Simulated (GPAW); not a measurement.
# Input and output of a self-consistent single point for MnS (Fm-3m, 4 atoms in the cell) (GPAW)

Method of the run: PBE, GPAW PAW datasets PBE (gpaw-data 1.0.1) (plane waves; GPAW 25.7.0).

The input file:

```python
from ase import Atoms
from ase.units import GPa
from gpaw import GPAW

atoms = Atoms(['Mn', 'Mn', 'S', 'S'],
              cell=[[5.091588, 2.545794, 2.545794],
                    [2.545794, 5.091588, 2.545794],
                    [2.545794, 2.545794, 5.091588]],
              scaled_positions=[[0.000000, 0.000000, 0.000000],
                                [0.500000, 0.500000, 0.500000],
                                [0.250000, 0.250000, 0.250000],
                                [0.750000, 0.750000, 0.750000]],
              pbc=True)

atoms.set_initial_magnetic_moments([5.0, -5.0, 0.0, 0.0])

calc = GPAW(spinpol=True,
            mode={'name': 'pw', 'ecut': 800},
            xc='PBE',
            kpts={'size': (6, 6, 6), 'gamma': True},
            occupations={'name': 'fermi-dirac', 'width': 0.02},
            nbands=-6,
            convergence={'density': 1e-05, 'bands': -4},
            symmetry={'symmorphic': False, 'tolerance': 0.0005},
            maxiter=150,
            txt='-')

atoms.calc = calc

energy = atoms.get_potential_energy()
print('Energy (eV):', round(energy, 6))
forces = atoms.get_forces()
print('Forces (eV/Ang):')
print(forces.round(5))
stress = atoms.get_stress()
print('Stress (GPa, Voigt):', (stress / GPa).round(4))
```

Output (repeated stretches shortened):

```
Input parameters:
  convergence: {bands: -4,
                density: 1e-05}
  kpts: {gamma: True,
         size: (6, 6, 6)}
  maxiter: 150
  mode: {ecut: 800,
         name: pw}
  nbands: -6
  occupations: {name: fermi-dirac,
                width: 0.02}
  spinpol: True
  symmetry: {symmorphic: False,
             tolerance: 0.0005}
  xc: PBE

species:
  Mn:
    name: Manganese
    Z: 25.0
    valence: 15
    core: 10
    charge: 0.0
    file: Mn.PBE.gz

    # Using partial waves for Mn as LCAO basis

  S:
    name: Sulfur
    Z: 16.0
    valence: 6
    core: 10
    charge: 0.0
    file: S.PBE.gz

    # Using partial waves for S as LCAO basis

Reference energy: -84743.415941  # eV

Spin-polarized calculation.
Initial magnetic moment: 0.000000

Convergence criteria:
 Maximum [total energy] change in last 3 cyles: 0.0005 eV / valence electron
 Maximum integral of absolute [dens]ity change: 1e-05 electrons / valence electron
 Maximum integral of absolute [eigenst]ate change: 4e-08 eV^2 / valence electron
 Maximum number of scf [iter]ations: 150

Symmetries present (total): 12
Symmetries with fractional translations: 0
216 k-points: 6 x 6 x 6 Monkhorst-Pack grid + [1/12,1/12,1/12]
32 k-points in the irreducible part of the Brillouin zone
       k-points in crystal coordinates                weights
   0:     0.00000000    0.00000000    0.00000000          1/216
   1:     0.16666667    0.00000000   -0.16666667          6/216
   2:     0.16666667    0.00000000    0.00000000          6/216
   [... 7 lines left out ...]
          ...
  31:     0.50000000    0.50000000    0.50000000          1/216

Wave functions: Plane wave expansion
  Cutoff energy: 800.000 eV
  Number of coefficients (min, max): 3370, 3417
  Pulay-stress correction: 0.000000 eV/Ang^3 (de/decut=0.000000)

Occupation numbers: Fermi-Dirac:
  width: 0.0200  # eV

Eigensolver

Densities:
  Coarse grid: 42*42*42 grid
  Fine grid: 84*84*84 grid
  Total Charge: 0.000000

Density mixing:
  Method: difference
  Backend: pulay
  Linear mixing parameter: 0.05
  old densities: 5
  Damping of long wavelength oscillations: 50

Hamiltonian:
  XC and Coulomb potentials evaluated on a 84*84*84 grid
  External potential:
    NoExternalPotential

XC parameters: PBE with 2 nearest neighbor stencil

Number of atoms: 4
Number of atomic orbitals: 34
Number of bands in calculation: 27
Number of valence electrons: 42
Bands to converge: 23

Density initialized from atomic densities
  27 bands from LCAO basis set

Atomic positions and initial magnetic moments

Positions:
   0 Mn     0.000000    0.000000    0.000000    ( 0.0000,  0.0000,  5.0000)
   1 Mn     5.091588    5.091588    5.091588    ( 0.0000,  0.0000, -5.0000)
   2 S      2.545794    2.545794    2.545794    ( 0.0000,  0.0000,  0.0000)
   3 S      7.637382    7.637382    7.637382    ( 0.0000,  0.0000,  0.0000)

Unit cell:
           periodic     x           y           z      points  spacing
  1. axis:    yes    5.091588    2.545794    2.545794    42     0.0731
  2. axis:    yes    2.545794    5.091588    2.545794    42     0.0731
  3. axis:    yes    2.545794    2.545794    5.091588    42     0.0731

  Lengths:   6.235896   6.235896   6.235896
  Angles:   33.557310  33.557310  33.557310

Effective grid spacing dv^(1/3) = 0.0962

     iter     time        total  log10-change:  magmom
                         energy   eigst   dens
iter:   1 --:--:--   -29.481865   +0.48           +0.0000
iter:   2 --:--:--   -29.663382   -0.28  -1.36    +0.0000
iter:   3 --:--:--   -29.555215   -0.85  -1.40    -0.0000
iter:   4 --:--:--   -29.733432   -1.08  -1.59    -0.0000
iter:   5 --:--:--   -29.612387   -1.68  -1.95    -0.0000
iter:   6 --:--:--   -29.826247   -1.32  -2.15    +0.0000
iter:   7 --:--:--   -29.587467   -1.59  -1.98    -0.0000
iter:   8 --:--:--   -29.599945   -1.97  -2.43    +0.0000
iter:   9 --:--:--   -29.607891c  -2.29  -3.16    +0.0000
iter:  10 --:--:--   -29.611715c  -2.94  -2.91    -0.0000
iter:  11 --:--:--   -29.615843c  -3.05  -3.24    -0.0000
iter:  12 --:--:--   -29.613136c  -4.06  -2.81    -0.0000
iter:  13 --:--:--   -29.611406c  -3.10  -2.92    -0.0000
iter:  14 --:--:--   -29.610432c  -3.58  -3.70    +0.0000
   [... 7 lines left out ...]
iter:  22 --:--:--   -29.611435c  -6.14  -4.20    -0.0000
iter:  23 --:--:--   -29.611434c  -7.26  -4.41    -0.0000
iter:  24 --:--:--   -29.611435c  -6.99  -4.41    -0.0000
iter:  25 --:--:--   -29.611434c  -7.23  -4.43    -0.0000
iter:  26 --:--:--   -29.611434c  -7.11  -4.56    +0.0000
iter:  27 --:--:--   -29.611434c  -7.92c -4.59    -0.0000
iter:  28 --:--:--   -29.611434c  -7.73c -4.68    -0.0000
iter:  29 --:--:--   -29.611434c  -8.34c -4.73    -0.0000
iter:  30 --:--:--   -29.611434c  -6.71  -4.78    +0.0000
iter:  31 --:--:--   -29.611434c  -8.00c -5.02c   +0.0000

Converged after 31 iterations.

Dipole moment: (-0.000000, -0.000000, -0.000000) |e|*Ang

Total magnetic moment: (0.000000, 0.000000, 0.000000)
Local magnetic moments:
   0 Mn ( 0.000000,  0.000000,  4.009167)
   1 Mn ( 0.000000,  0.000000, -4.009167)
   2 S  ( 0.000000,  0.000000, -0.000000)
   3 S  ( 0.000000,  0.000000, -0.000000)

Energy contributions relative to reference atoms: (reference = -84743.415941)

Kinetic:        +37.236081
Potential:      -31.061705
External:        +0.000000
XC:             -36.240446
Entropy (-ST):   -0.000000
Local:           +0.454636
SIC:             +0.000000
--------------------------
Free energy:    -29.611434
Extrapolated:   -29.611434

Spin contamination: 4.347071 electrons
Showing only first 2 kpts
                      Up                     Down
 Kpt  Band  Eigenvalues  Occupancy  Eigenvalues  Occupancy
  0    19      6.20224    1.00000      6.20224    1.00000
  0    20      6.20224    1.00000      6.20224    1.00000
  0    21      8.69924    0.00000      8.69924    0.00000
  0    22      8.69924    0.00000      8.69924    0.00000

  1    19      6.19750    1.00000      6.19750    1.00000
  1    20      7.23736    1.00000      7.23736    1.00000
  1    21      8.65514    0.00000      8.65514    0.00000
  1    22      8.98293    0.00000      8.98293    0.00000

Fermi level: 7.86139

Gap: 0.570 eV
Transition (v -> c):
  (s=1, k=31, n=20, [0.50, 0.50, 0.50]) -> (s=1, k=19, n=21, [0.50, 0.00, 0.00])
Direct/indirect transitions are different
Direct gap: 1.009 eV
Transition at: (s=1, k=31, n=20, [0.50, 0.50, 0.50])
Energy (eV): -29.611434

Forces in eV/Ang:
  0 Mn   -0.00000   -0.00000   -0.00000
  1 Mn    0.00000    0.00000    0.00000
  2 S    -0.00000   -0.00000   -0.00000
  3 S     0.00000    0.00000    0.00000

Stress tensor:
    -0.013831     0.002000     0.002000
     0.002000    -0.013831     0.002000
     0.002000     0.002000    -0.013831
Stress (GPa, Voigt): [-2.216  -2.216  -2.216   0.3205  0.3205  0.3205]
```

The run converged in 31 iterations. GPAW prints stress with tension positive.

The starting cell has typed, rounded lattice constants, without a prior relaxation at this level. Its lattice was rescaled by a random factor within 2.5 % of one. The magnetic order is the one reached from the typed start; others were not searched systematically.

Cost on one core of a shared machine: roughly 5 min.
